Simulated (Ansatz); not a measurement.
The starting structures come from a database of crystals and need not be the phases stable at ambient conditions.

By PBEsol, the system below comes out a metal.

A figure of merit of an interconnect metal is its ballistic conductance per area.

Here is the system:

```
CELL_PARAMETERS angstrom
      3.00501     0.00000     0.00000
     -1.50251     2.60242     0.00000
      1.50251     0.86747     7.34874
ATOMIC_POSITIONS crystal
  Ag 0.00000 0.00000 0.00000
  Ag 0.44457 0.22228 0.33315
  Ag 0.55543 0.77772 0.66685
```

Space group of this cell: R-3m. The cell is strained (all lengths scaled by 1.02); by PBEsol its mean pressure is -11.0 GPa.

The current flows along the normal of the first two printed cell vectors, the (001) plane of the conventional cell. No spin-orbit coupling; the value is a mean over 0.1 eV about the Fermi level.

Task: State the ballistic conductance per area according to PBEsol in Ansatz (a quantum-chemistry and plane-wave program).

Result: 0.80 × 10¹⁵ S/m² for both spins.
